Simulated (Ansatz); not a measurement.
## What Al on a Cu site, symmetric start does to ZnCu2SnS4

Take an 8-atom supercell of ZnCu₂SnS₄ (space group I-4, No. 82; a = 5.374 Å, c = 10.754 Å) at its relaxed geometry as the base.

It is then changed as follows: one Cu atom is replaced by Al, atoms relaxed at fixed cell.

Level of theory: PBEsol (Ansatz, a quantum-chemistry and plane-wave program, PAW, without spin-orbit coupling), earlier PAW set. Γ-centred 5×5×5 mesh, Fermi–Dirac width 0.01 eV.

The pressure goes from zero to 8.1 GPa and the energy gained by relaxation amounts to 0.97 eV. The largest displacement of a host atom from its site in the perfect cell amounts to 0.21 Å and the mean distance from the defect site to its nearest host atoms drops by 0.11 bohr (4.30 bohr → 4.19 bohr).

Final structure:

```xyz
8
Lattice="-2.6870 2.6870 5.3772 5.3740 0.0000 0.0000 0.0000 5.3740 0.0000" Properties=species:S:1:pos:R:3 pbc="T T T"
Al     0.0000     0.0000     0.0000
Cu     0.0000     2.6870     2.6886
Zn     2.6870     5.3740     2.6886
Sn     2.6870     2.6870     0.0000
S      1.5276     6.9359     3.8601
S     -1.5276     3.8120     3.8601
S      4.2489     1.1594     1.5171
S      1.1250     4.2146     1.5171
```

Cost of the whole job for the changed cell (relaxation, final SCF and bands): around 2.2 core-minutes (rough).

The magnetic state is the one reached from the starting moments; the real material's order can differ, and small cells can't hold many antiferromagnetic ones. The cell is small, so the values are those of an ordered compound at a high defect concentration; dilute-limit values will differ. The defect started on the symmetric site and kept its symmetry, so it may sit on a saddle. Seeded moments were not kept for Al on a Cu site. Spin-polarised in the final run: Al on a Cu site; the other runs are not. The defect cell is spin-polarised and ends with 0.0 μB.
